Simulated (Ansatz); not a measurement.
**Worked example: self-consistent single point of K3Pd (Pm-3m, 4 atoms in the cell) in Ansatz (a quantum-chemistry and plane-wave program)**

Level of theory: LDA (PW92), default PAW files made with PBE (plane waves; Ansatz).

Input as run:

Ansatz 0.2 input:
```yaml
crystal:
  lattice:
    - [5.417785, 0.000000, 0.000000]
    - [0.000000, 5.417785, 0.000000]
    - [0.000000, 0.000000, 5.417785]
  atoms:
    - { symbol: K, position: [0.500000, 0.500000, 0.000000] }
    - { symbol: K, position: [0.000000, 0.500000, 0.500000] }
    - { symbol: K, position: [0.500000, 0.000000, 0.500000] }
    - { symbol: Pd, position: [0.000000, 0.000000, 0.000000] }
basis:
  ecutwfc: 420.0
kpoints:
  mp_grid:
    grid: [6, 6, 6]
hamiltonian:
  xc: lda
  pseudopotentials:
    kind: paw
scf:
  occupations:
    method: fermi_dirac
    width: 0.1
output:
  forces: true
  eigenvalues: true
  stress: true
```

Log, with long lists cut:

```
WARN ansatz: RAYON_NUM_THREADS=1 ignored (pool sized by the plan → 1); use --threads N
Pseudopotentials: kind: paw
Pseudopotential: K, paw, valence charge 9
Pseudopotential: Pd, paw, valence charge 18
Crystal: 4 atoms, lattice volume = 159.025 Å³
Basis set: ecut = 420 eV, 3071 PW (Γ)
Bands: 27, of which v1, the nominal top of the filled ones, is band 23 counted from 1 (22 counted from 0)
Symmetry: 48 space group operations
Space group: Pm-3m (ITA 221), of the structure as read, at distance tolerance 5.4e-5 Å
k-points: 20 of 216
PAW frozen core: K, regenerated for the run's functional, and the local potential with it
PAW frozen core: Pd, regenerated for the run's functional, and the local potential with it
Initial density: superposition of atomic densities (neutral atoms: chi_scale 0, normalization atom), corrected by the library's trained network
Initial wavefunctions: pseudopotential atomic-orbital guess
Eigensolver: davidson
Functional: x = slater, c = lda
SCF iter   1: F=—  HF=-11332.181745 eV  |F-HF|=—  |Δ(HF+E_count)|=         —  Δρ=4.36e-3  dr2=2.15e-2  ethr=1.77e-3  ⟨swp⟩=6.2  Hψ=2312  notcnv=0
all-band conjugate gradients solve this SCF's bands
preconditioner: auto → Kerker (q_TF=auto, 2.211 Å⁻¹)
SCF iter   2: F=—  HF=-11332.179576 eV  |F-HF|=—  |Δ(HF+E_count)|=   2.17e-3  Δρ=2.48e-3  dr2=9.07e-3  ethr=4.78e-5  ⟨swp⟩=1.1  Hψ=703  notcnv=0
SCF iter   3: F=—  HF=-11332.177775 eV  |F-HF|=—  |Δ(HF+E_count)|=   1.80e-3  Δρ=1.03e-3  dr2=3.26e-3  ethr=2.01e-5  ⟨swp⟩=2.0  Hψ=664  notcnv=0
SCF iter   4: F=—  HF=-11332.177392 eV  |F-HF|=—  |Δ(HF+E_count)|=   3.83e-4  Δρ=4.29e-4  dr2=4.81e-4  ethr=7.25e-6  ⟨swp⟩=2.0  Hψ=646  notcnv=0
SCF iter   5: F=—  HF=-11332.177293 eV  |F-HF|=—  |Δ(HF+E_count)|=   9.84e-5  Δρ=9.53e-5  dr2=2.52e-5  ethr=1.07e-6  ⟨swp⟩=1.9  Hψ=627  notcnv=0
SCF iter   6: F=—  HF=-11332.177291 eV  |F-HF|=—  |Δ(HF+E_count)|=   1.90e-6  Δρ=2.61e-5  dr2=1.75e-6  ethr=5.61e-8  ⟨swp⟩=2.0  Hψ=637  notcnv=0
SCF iter   7: F=—  HF=-11332.177292 eV  |F-HF|=—  |Δ(HF+E_count)|=   4.92e-7  Δρ=1.37e-5  dr2=5.57e-7  ethr=3.89e-9  ⟨swp⟩=2.0  Hψ=693  notcnv=0
SCF iter   8: F=-11332.177292 eV  HF=-11332.177292 eV  |F-HF|=4.93e-9  |Δ(HF+E_count)|=  9.17e-10  Δρ=2.33e-6  dr2=1.26e-8  ethr=2.22e-10  ⟨swp⟩=3.5  Hψ=2154  notcnv=0
SCF 1 converged in 8 iterations: F = -11332.177292 eV  dr2 = 1.26e-8
SCF converged after 8 iterations
Free energy (F): -11332.177292 eV
Harris-Foulkes:  -11332.177292 eV  (|F-HF|=4.93e-9)
Internal energy: -11332.103193 eV  (E = F + TS)
E sigma→0 (E₀):  -11332.140243 eV
Entropy (-TS):   -0.074098 eV (-18.525 meV/atom)
Fermi energy:    4.501862 eV
--- Per-component energies (eV) ---
  E_band       = -726.103549
  E_kinetic    = 1274.424946
  E_local      = -5247.481729  (includes V_loc(G=0)·N_el)
  E_nonlocal   = 272.114646
  E_hartree    = 2049.066682
  E_xc         = -561.827060
  E_vxc        = -695.671551  (∫ρ·V_xc dr)
  E_paw        = -5853.274578  (= ΣΔE_a)
  E_vpaw       = -427.626527  (= ΣTr[D̂ρ^β])
  E_aug_tail   = 0.000189  (compensation charges beyond the density's cutoff)
  E_ewald      = -3266.579523
  E_core_change = 1.453234  (= ΣΔE_core)
  E_smearing   = -0.074098  (= −TS)
  E_closure    = -0.000000  (closes the sum)
  Σ components = -11332.177292   (vs F -11332.177292, Δ=0.00e0)
--- Forces (eV/Å), atoms counted from 1 ---
  atom   1  K      0.00000000    -0.00000000    -0.00000000
   [... zero for the other atoms too ...]
  max |Σ_I F_I| component: 3.16e-29 eV/Å
--- Stress (GPa, compression-positive) ---
       -1.594676      -0.000000       0.000000
        0.000000      -1.594676       0.000000
        0.000000       0.000000      -1.594676
  P = ⅓ Tr σ = -1.5947 GPa (-15.947 kbar)
  The stress holds the Pulay correction. Without it, at fixed plane waves, as pw.x and ABINIT print it: P = -1.5987 GPa
--- Band table (eV; the first three rows and the last of 20) ---
  k-point 0: bands = ["-78.0449", "-43.8642", "-43.8642", "-43.8642", "-26.8721", "-26.8138", "-26.8138", "-10.7393", "-10.7393", "-10.7393", "-10.4513", "-10.4513", "-10.4513", "-10.4008", "-10.4008", "-10.4008", "1.6988", "3.2211", "3.2211", [...]
  k-point 1: bands = ["-78.0449", "-43.8642", "-43.8642", "-43.8642", "-26.8686", "-26.8172", "-26.8137", "-10.7288", "-10.7288", "-10.7228", "-10.4560", "-10.4560", "-10.4534", "-10.4241", "-10.4073", "-10.4073", "1.8711", "3.2426", "3.2545", [...]
  k-point 2: bands = ["-78.0449", "-43.8642", "-43.8642", "-43.8642", "-26.8597", "-26.8260", "-26.8136", "-10.7047", "-10.7047", "-10.6787", "-10.4820", "-10.4714", "-10.4714", "-10.4574", "-10.4173", "-10.4173", "2.3491", "3.2851", "3.3285", [...]
  k-point 19: bands = ["-78.0449", "-43.8642", "-43.8642", "-43.8642", "-26.8327", "-26.8327", "-26.8327", "-10.9273", "-10.6285", "-10.6285", "-10.6285", "-10.4901", "-10.4901", "-10.3473", "-10.3473", "-10.3473", "3.2212", "3.2212", "3.2212", [...]
```

The run converged in 8 iterations.

The starting cell comes from a database of computed structures (which also holds hypothetical and non-ambient phases and stackings), without a prior relaxation at this level. Its lattice was rescaled by up to half a per cent. Spin polarisation is off. Ansatz's pressure includes its estimate of the finite-basis (Pulay) stress.
